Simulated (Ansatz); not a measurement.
**GePt (Pnma, No. 62), equilibrium volume per atom**

Reference value: 16.08 Å³/atom (measured, temperature not stated, copied from a table, unchecked, not corrected to a static lattice; as tabulated in Acta Crystallographica B 29, 1991 (1973)).

```csv
level (code),value (Å³/atom),difference (%)
LDA (Ansatz),15.85,-1.4
PBE (Ansatz),16.87,+4.9
PBE-D3(BJ) (Ansatz),16.28,+1.2
PBE-D4 (Ansatz),16.34,+1.6
r²SCAN (Ansatz),16.42,+2.1
r²SCAN-D4 (Ansatz),16.26,+1.1
r²SCAN+rVV10 (Ansatz),16.23,+0.9
```

The reference's temperature isn't stated, so close values are not ranked against it. Off by more than 3.8 % (a bound picked here): PBE (+4.9 %).

The measured value isn't corrected to a static lattice, so vibrations enter the comparison. A static lattice is as a rule a little smaller than the measured one.  Density-functional levels without +SOC have no spin–orbit coupling. Ansatz's density-functional and Hartree–Fock values are scalar-relativistic unless marked +SOC, with PAW data made under PBE.

Differences are worked out from the printed values.

Ansatz is a first-principles code.
